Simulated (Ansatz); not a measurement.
## fcc Al (1 1 1) on diamond (1 1 0) (film strained to the substrate, faces as cut)

A periodic stack without vacuum, fcc Al (1 1 1) on diamond (1 1 0) (film strained to the substrate, faces as cut): substrate slab C96, film Al20, surface cells [[0, -2], [2, -1]] and [[1, -2], [3, -1]], film strained by 0.0 and +2.0 %, faces C/C and Al/Al as cut (like faces can put a slab off its formula).

The start was prepared with a machine-learned potential, and the result is one local minimum, with the in-plane cell held and forces under 0.04 eV/Å; the film can end far from its bulk form.

These are PBE (plane waves to 420 eV, PAW; Ansatz, a quantum-chemistry and plane-wave program) values and carry that method's errors. No spin–orbit coupling; the runs are not spin-polarised; PBE gaps are too small against experiment. Its k-point mesh 6×4×1, Fermi–Dirac width 0.05 eV.

- interface area: 36.1 Å²
- period: 24.30 Å
- gaps between the outermost planes at the two interfaces: 1.41 and 1.41 Å
- Al–C contacts across the interfaces within 1.22 times the sum of covalent radii: 24, mean 2.17 Å
- hole barrier (PBE): 0.37 eV
- electron barrier (PBE): 3.75 eV

```xyz
116
Lattice="5.0506 -0.0002 -0.0601 2.5251 7.1429 -0.0680 -0.7125 1.9530 24.3042" Properties=species:S:1:pos:R:3 pbc="T T T"
C      1.7371     1.7389     2.0646
C      4.2564     1.7378     2.0325
C      4.2618     5.3128     2.0166
C      1.7314     5.3136     2.0456
C      5.5233     2.6106     2.0395
C      2.9970     2.6202     2.0266
C      2.9970     6.1871     2.0163
C      5.5217     6.1913     2.0066
C      2.9827     7.0923     0.7680
C      5.5040     7.0903     0.7590
C      2.9844     3.5630     0.8048
C      5.5062     3.4986     0.7889
C      4.2550     0.8143     0.7960
C      1.7073     0.8152     0.8347
C      1.7055     4.3776     0.8242
C      4.2609     4.3761     0.7957
C      4.2896     1.7459     4.5648
C      1.7647     1.7459     4.5954
C      1.7649     5.3176     4.5765
C      4.2892     5.3176     4.5468
C      3.0271     2.6369     4.5724
C      5.5526     2.6374     4.5501
C      5.5525     6.2081     4.5282
C      3.0270     6.2094     4.5548
C      5.5372     7.0987     3.2635
C      3.0119     7.0960     3.2834
C      5.5374     3.5243     3.2852
C      3.0122     3.5264     3.3018
C      1.7515     0.8437     3.3373
C      4.2729     0.8435     3.3058
C      4.2746     4.4155     3.2889
C      1.7497     4.4155     3.3182
C      1.7944     1.7586     7.1213
C      4.3196     1.7587     7.0916
C      4.3193     5.3302     7.0719
C      1.7944     5.3303     7.1028
C      0.5317     2.6513     7.1330
C      3.0569     2.6510     7.1008
C      3.0567     6.2229     7.0822
C      5.5823     6.2226     7.0528
C      3.0419     7.1097     5.8139
C      5.5674     7.1091     5.7856
C      3.0420     3.5379     5.8325
C      5.5674     3.5376     5.8061
C      4.3045     0.8586     5.8328
C      1.7797     0.8586     5.8631
C      1.7797     4.4300     5.8444
C      4.3044     4.4301     5.8142
C      4.3494     1.7724     9.6185
C      1.8240     1.7720     9.6466
C      1.8240     5.3438     9.6296
C      4.3492     5.3435     9.5961
C      3.0865     2.6643     9.6271
C      0.5616     2.6645     9.6584
C      5.6122     6.2358     9.5782
C      3.0863     6.2359     9.6084
C      5.5972     7.1226     8.3109
C      3.0715     7.1227     8.3407
C      5.5971     3.5510     8.3304
C      3.0717     3.5511     8.3592
C      1.8092     0.8721     8.3888
C      4.3345     0.8723     8.3595
C      4.3343     4.4437     8.3389
C      1.8092     4.4435     8.3707
C      1.8540     1.7883    12.1688
C      4.3791     1.7855    12.1495
C      4.3790     5.3570    12.1170
C      1.8536     5.3592    12.1599
C      0.5932     2.6761    12.1851
C      3.1149     2.6762    12.1529
C      3.1163     6.2483    12.1346
C      5.6421     6.2484    12.1039
C      3.1009     7.1367    10.8669
C      5.6272     7.1367    10.8365
C      3.1015     3.5649    10.8853
C      5.6269     3.5649    10.8565
C      6.8895     8.0284    10.8193
C      4.3639     8.0273    10.8455
C      1.8390     4.4562    10.8989
C      4.3641     4.4567    10.8614
C      4.4077     1.8116    14.6662
C      1.8878     1.8063    14.6748
C      1.8822     5.4207    14.6539
C      4.4091     5.3576    14.6130
C      3.1588     2.6775    14.6559
C      0.6111     2.6751    14.6948
C      5.6549     6.2341    14.5984
C      3.1609     6.2359    14.6288
C      5.6546     7.1590    13.3672
C      3.1338     7.1600    13.3986
C      0.6092     3.5843    13.4486
C      3.1289     3.5845    13.4151
C      4.3951     8.0379    13.3673
C      6.9193     8.0339    13.3594
C      4.3934     4.4564    13.3719
C      1.8692     4.4661    13.4433
Al     4.4367     3.9462    16.1057
Al     1.9411     5.5989    16.6438
Al     4.4384     7.2254    16.0475
Al    -0.5818     1.1140    16.6469
Al     1.9240     2.8972    16.4266
Al     3.7776     8.4227    18.6218
Al     3.7434     2.7058    18.6790
Al     1.1726     4.1083    18.7964
Al     3.8313     5.5375    18.5668
Al     6.2109     6.9808    18.7763
Al     5.3443     5.5494    21.1413
Al     2.9825     7.0035    20.9157
Al     5.4183     8.4311    21.0509
Al     0.3865     2.7234    21.1221
Al     2.9533     4.1241    20.9740
Al     2.2215     2.9315    23.3505
Al     4.7564     4.0068    23.6248
Al     2.1883     5.6344    23.1128
Al     4.7655     7.2880    23.6371
Al     2.2141     8.2936    23.1723
```
